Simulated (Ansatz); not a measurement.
Start from Si in the diamond structure (space group Fd-3m, No. 227; a = 5.402 Å). Axes: x, y, z lie along the cube axes.

All numbers come from LDA, PAW, 420 eV (Ansatz, a quantum-chemistry and plane-wave program; no SOC).

Perturbation: every lattice vector is shortened by 1.00 %; the atoms relax in the strained cell.

Q: Predict the stress tensor and what it implies for the stiffness.

A: Stress of the strained cell less that of the base (GPa, compression positive):
```
   3.10    0.00    0.00
   0.00    3.10    0.00
   0.00    0.00    3.10
```

Then B = −ΔP/(ΔV/V₀) with ΔV/V₀ = -0.0297 gives secant stiffness values (nonlinear terms included at this strain): B ≈ 104 GPa.

As a check, the harmonic strain energy −½ V₀ Δσ:ε is 5.7 meV/atom; the computed energy rise is 5.5 meV/atom.

Whether these cells are dynamically stable was not tested.
